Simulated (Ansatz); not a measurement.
For ZrC (model structure, started from the WC type, P-6m2, No. 187, 2 atoms in the cell), LDA (plane waves, PAW; Ansatz, a program for electronic structure) gives:

```
Item                             Result
------------------------------  -------
equilibrium lattice constant a  3.215 Å
c axis length                   2.899 Å
```

Problem. What does r²SCAN+rVV10 (Ansatz, plane waves, PAW) give for the same quantities?

Solution. 
- lattice constant a: 3.262 Å (goes up by 1.5 %)
- lattice parameter c: 2.931 Å (goes up by 1.1 %)

Changes are worked out from the printed values.

Unless a cell is named, each level is at its own relaxed cell (LDA 12.97, r²SCAN+rVV10 13.51 Å³/atom).

Ansatz's density-functional and Hartree–Fock values are scalar-relativistic unless marked +SOC, with PAW data made under PBE.

A model structure was made by putting elements into a prototype or built by hand; it is no filed structure, need not be a known phase, and can be a saddle point held by its symmetry.
